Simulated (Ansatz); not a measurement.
The starting structures come from a database of crystals and need not be the phases stable at ambient conditions.

By PBEsol, the system below comes out a metal.

Without scattering a metal conducts by its projected Fermi surface.

Here is the system:

```yaml
crystal:
  lattice:
    - [2.81549, 0.00000, 0.00000]
    - [1.13790, 5.06470, 0.00000]
    - [0.01295, -0.66007, 2.74185]
  atoms:
    - { symbol: Au, position: [0.67286, 0.72594, 0.33404] }
    - { symbol: Au, position: [0.32714, 0.27406, 0.66596] }
```

Space group of this cell: P-1. The cell is taken as given; by PBEsol its mean pressure is -8.0 GPa.

The current flows along the normal of the first two printed cell vectors. No spin-orbit coupling; the value is a mean over 0.1 eV about the Fermi level.

Task: Estimate the ballistic conductance per area that PBEsol run with Ansatz (a program for electronic structure) returns for this system.

Result: 0.81 × 10¹⁵ S/m² for both spins.
